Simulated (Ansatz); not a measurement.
Start from ZnSe in the zinc blende structure (space group F-43m, No. 216; a = 5.634 Å). Axes: x, y, z lie along the cube axes.

Perturbation: uniaxial strain ε_yy = +2.26 %, all other strain components held at zero, atoms relaxed at fixed cell.

The values are results of Kohn–Sham DFT with the PBEsol functional, run in Ansatz (an electronic-structure program) with PAW and 420 eV plane waves, spin-orbit coupling left out, not measurements.

Question: Give the band edges at the high-symmetry points of the new zone, measured from its valence-band maximum.

Answer: 
| point | valence edge (eV) | conduction edge (eV) |
|---|---|---|
| Γ | 0.00 | 1.12 |
| X | -2.24 | 2.80 |
| P | -2.70 | 5.24 |
| N | -0.83 | 2.41 |
| M | -2.14 | 2.90 |
| S | -1.71 | 3.59 |
| S₀ | -1.71 | 3.59 |
| R | -2.71 | 5.33 |
| G | -2.71 | 5.33 |

The gap is 1.12 eV, direct at Γ.

Stability against distortions was not tested. Labels are those of the standard path for the cell's own space group.
